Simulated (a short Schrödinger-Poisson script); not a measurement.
Stack: MOS inversion layer, SiO2 on p-type InP, at 300 K.

```csv
layer,material,thickness (nm),Na (cm⁻³)
1,SiO2,2,-
2,InP,1200,1.7e17
```

Constants are typed, rounded textbook-type inputs, not results; the design itself was drawn at random and stands for no fabricated device. SiO2: permittivity 3.9, conduction-band edge (eV) 3.48, gap (eV) 9, electron mass (mₑ) 0.5. InP: permittivity 12.5, conduction-band edge (eV) 0, gap (eV) 1.344, Nv at 300 K (cm⁻³) 1.1e19.

Channel valleys (confinement mass, in-plane density-of-states mass, number): Γ 0.08, 0.08, 1. At the gate the conduction-band edge of layer 1 lies 4 eV − eVg above the Fermi level of the channel; the field vanishes at the back. Gaps are held at their typed values at every temperature. Mesh 0.03 nm at interfaces.

From a short Schrödinger-Poisson script (our own, NumPy): 1D Poisson equation in equilibrium, electrons classical, Fermi-Dirac, parabolic valleys, classical holes, full ionisation, no traps, pinning or gate leakage.

The same stack at other levels of the model or other numerical settings:

```json
[
 {"run": "base", "sheet density of all electrons at Vg = 2.1 V (cm⁻²)": "9.37e12", "sheet density of all electrons at Vg = 0.9 V (cm⁻²)": "9.47e11", "capacitance at Vg = 2.1 V (μF/cm²)": "1.21", "centroid of the channel electrons at Vg = 2.1 V (nm)": "2.22", "rough cost against the base": "about 1"},
 {"run": "electrons treated as classical, Boltzmann", "sheet density of all electrons at Vg = 2.1 V (cm⁻²)": "1.33e13", "sheet density of all electrons at Vg = 0.9 V (cm⁻²)": "1.38e12", "capacitance at Vg = 2.1 V (μF/cm²)": "(withheld)", "centroid of the channel electrons at Vg = 2.1 V (nm)": "0.44", "rough cost against the base": "0.2"},
 {"run": "electrons treated as quantum, Hartree", "sheet density of all electrons at Vg = 2.1 V (cm⁻²)": "8.13e12", "sheet density of all electrons at Vg = 0.9 V (cm⁻²)": "(withheld)", "capacitance at Vg = 2.1 V (μF/cm²)": "1.12", "centroid of the channel electrons at Vg = 2.1 V (nm)": "3.37", "rough cost against the base": "3"},
 {"run": "electrons treated as quantum, Hartree plus LDA exchange-correlation", "sheet density of all electrons at Vg = 2.1 V (cm⁻²)": "(withheld)", "sheet density of all electrons at Vg = 0.9 V (cm⁻²)": "5.42e11", "capacitance at Vg = 2.1 V (μF/cm²)": "1.13", "centroid of the channel electrons at Vg = 2.1 V (nm)": "3.30", "rough cost against the base": "5"},
 {"run": "mesh six times as coarse", "sheet density of all electrons at Vg = 2.1 V (cm⁻²)": "9.28e12", "sheet density of all electrons at Vg = 0.9 V (cm⁻²)": "9.30e11", "capacitance at Vg = 2.1 V (μF/cm²)": "1.20", "centroid of the channel electrons at Vg = 2.1 V (nm)": "2.29", "rough cost against the base": "0.3"}
]
```

Fill in the missing entries.


- electrons treated as quantum, Hartree, sheet density of all electrons at Vg = 0.9 V (cm⁻²): 4.81e11
- electrons treated as classical, Boltzmann, capacitance at Vg = 2.1 V (μF/cm²): 1.66
- electrons treated as quantum, Hartree plus LDA exchange-correlation, sheet density of all electrons at Vg = 2.1 V (cm⁻²): 8.34e12

The classical rows ignore confinement, and Boltzmann statistics overrate the density once the band edge passes the Fermi level.

Above a few 1e12 electrons/cm² a light Γ valley is non-parabolic and upper valleys begin to fill, which the model leaves out.
